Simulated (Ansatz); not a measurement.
System: LiH (model structure, started from the NiAs type, P6₃/mmc, No. 194, 4 atoms in the cell). Method: PBEsol (Ansatz, a program for electronic structure, PAW).

Run with plane-wave cutoff 520 eV, 12×12×8 k mesh (along the axes of the cell as run), Fermi–Dirac smearing 0.01 eV, scalar-relativistic PAW data made under PBE.

Computed at the level's own relaxed cell.

```yaml
crystal:
  lattice:
    - [2.75996, 0.00000, 0.00000]
    - [-1.37998, 2.39019, 0.00000]
    - [0.00000, 0.00000, 4.85935]
  atoms:
    - { symbol: Li, position: [0.00000, 0.00000, 0.00000] }
    - { symbol: Li, position: [0.00000, 0.00000, 0.50000] }
    - { symbol: H, position: [0.33333, 0.66667, 0.25000] }
    - { symbol: H, position: [0.66667, 0.33333, 0.75000] }
```

List the 4 lowest band energies at Γ above −25 eV (eV, relative to the valence band maximum), grouping those that round alike.

At Γ: -5.44, -3.15, 4.35, 14.64.

Note: the relaxation could raise the start's symmetry but not lower it, so the cell can be a saddle point.

A model structure was made by putting elements into a prototype or built by hand; it is no filed structure, need not be a known phase, and can be a saddle point held by its symmetry.
